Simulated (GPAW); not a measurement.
Worked example: relaxation of cell and atoms of ZnO (P6_3mc, 4 atoms in the cell) in GPAW.

Computed with PBE, GPAW PAW datasets PBE (gpaw-data 1.0.1) (plane waves; GPAW).

```
CELL_PARAMETERS angstrom
      3.16451     0.00000     0.00000
     -1.58225     2.74055     0.00000
      0.00000     0.00000     5.10456
ATOMIC_POSITIONS crystal
  Zn 0.66667 0.33333 0.50059
  Zn 0.33333 0.66667 0.00059
  O  0.66667 0.33333 0.87972
  O  0.33333 0.66667 0.37972
```

Reference input (self-consistent single point, DFT PBE, plane waves, GPAW PAW datasets PBE (gpaw-data 1.0.1)): mode = pw; ecut = 950 eV; xc = PBE; kpts = 10 10 5; mesh shift (steps) = 0 0 0; occupations.name = fermi-dirac; occupations.width = 0 eV; nbands = -8; convergence.bands = -6; symmetry.symmorphic = false; symmetry.tolerance = 0.0005; maxiter = 100. This run's input differs from it in these lines:

```diff
@@ -1,2 +1,4 @@
 from ase import Atoms
+from ase.filters import FrechetCellFilter
+from ase.optimize import BFGS
 from ase.units import GPa
@@ -19,3 +21,3 @@
             nbands=-8,
-            convergence={'bands': -6},
+            convergence={'density': 1e-05, 'bands': -6},
             symmetry={'symmorphic': False, 'tolerance': 0.0005},
@@ -25,2 +27,10 @@
 atoms.calc = calc
+
+target = FrechetCellFilter(atoms)
+
+opt = BFGS(target, logfile='-')
+converged = opt.run(fmax=0.05, steps=40)
+print('Relaxation converged:', converged)
+print('Cell:', atoms.cell.cellpar().round(4))
+print(atoms.get_scaled_positions().round(5))
```

Output (repeated stretches shortened):

```
     iter     time        total  log10-change:
                         energy   eigst   dens
iter:   1 --:--:--   -21.105778   +0.98
iter:   2 --:--:--   -20.418440   +0.29  -1.00
iter:   3 --:--:--   -18.338737   -0.43  -1.06
iter:   4 --:--:--   -18.277994   -0.87  -1.39
iter:   5 --:--:--   -18.288168   -2.00  -1.52
iter:   6 --:--:--   -18.269312   -2.55  -2.11
iter:   7 --:--:--   -18.264989   -2.49  -2.57
iter:   8 --:--:--   -18.260652c  -3.05  -2.41
iter:   9 --:--:--   -18.259064c  -3.70  -2.76
iter:  10 --:--:--   -18.258708c  -4.08  -2.95
iter:  11 --:--:--   -18.258688c  -5.28  -3.73
iter:  12 --:--:--   -18.258689c  -6.15  -4.11
iter:  13 --:--:--   -18.258694c  -5.82  -4.21
iter:  14 --:--:--   -18.258689c  -6.31  -4.09
iter:  15 --:--:--   -18.258689c  -6.62  -4.40
iter:  16 --:--:--   -18.258689c  -7.95c -4.24
iter:  17 --:--:--   -18.258691c  -6.86  -4.23
iter:  18 --:--:--   -18.258689c  -7.51c -4.24
iter:  19 --:--:--   -18.258689c  -8.05c -4.35
iter:  20 --:--:--   -18.258689c  -8.14c -4.35
iter:  21 --:--:--   -18.258688c  -6.87  -4.36
iter:  22 --:--:--   -18.258689c  -7.33  -4.51
iter:  23 --:--:--   -18.258689c  -7.98c -4.60
iter:  24 --:--:--   -18.258689c  -6.98  -4.70
iter:  25 --:--:--   -18.258689c  -8.09c -5.73c
Converged after 25 iterations.

Dipole moment: (-0.000000, 0.000000, 1.384444) |e|*Ang

Energy contributions relative to reference atoms: (reference = -101804.357908)

Kinetic:        +54.666519
Potential:      -46.945953
External:        +0.000000
XC:             -26.370260
Entropy (-ST):   +0.000000
Local:           +0.391006
SIC:             +0.000000
--------------------------
Free energy:    -18.258689
Extrapolated:   -18.258689

Showing only first 2 kpts
 Kpt  Band  Eigenvalues  Occupancy
  0    16      4.81574    2.00000
  0    17      4.81574    2.00000
  0    18      5.70234    0.00000
  0    19     10.31159    0.00000

  1    16      4.73348    2.00000
  1    17      4.73348    2.00000
  1    18      6.53624    0.00000
  1    19      9.94548    0.00000

Fermi level: 5.25904

Gap: 0.887 eV
Transition (v -> c):
   [... lines left out ...]
Atomic positions and initial magnetic moments
Free energy:    -18.320603
Fermi level: 5.07978
Gap: 0.869 eV
Atomic positions and initial magnetic moments
Free energy:    -18.517225
Fermi level: 3.99734
Gap: 0.750 eV
Atomic positions and initial magnetic moments
Free energy:    -18.519621
   [... lines left out ...]
  3 O     0.00000    0.00000    0.00290

BFGS:    3 --:--:--      -18.519621        0.016591
Relaxation converged: True
Cell: [  3.2806   3.2806   5.2918  90.      90.     120.    ]
[[6.6667e-01 3.3333e-01 5.0058e-01]
 [3.3333e-01 6.6667e-01 5.8000e-04]
 [6.6667e-01 3.3333e-01 8.7973e-01]
 [3.3333e-01 6.6667e-01 3.7973e-01]]
Energy (eV): -18.519621
Stress (GPa, Voigt): [-0.1374 -0.1374 -0.2156  0.      0.      0.    ]
```

The run converged. GPAW prints stress with tension positive. 

Summary of the result:
| Item | Value |
|---|---|
| Free energy E − TS (from the program's reference atoms) | -18.5196 eV |
| Top of the valence band (on the code's own zero) | 3.51 eV |
| Gap on the k-point mesh | 0.74 eV |
| Largest force (vector length) | 0.003 eV/Å |
| Final cell | a = b = 3.2806 Å, c = 5.2918 Å, α = β = 90.00°, γ = 120.00° |
| Final volume per atom | 12.33 Å³ |
| Relaxation steps | 3 |

At such cutoffs GPAW's stress carries a finite-basis (Pulay) error, which enters relaxed cells too; its log prints stress with tension positive.

The starting cell comes from a database of computed structures (which also holds hypothetical and non-ambient phases and stackings), without a prior relaxation at this level. Its lattice was rescaled by a random factor within 2.5 % of one. The relaxation keeps the symmetry of its start, so its end need not be a minimum.

Cost on one core of a shared machine: roughly 3 min.
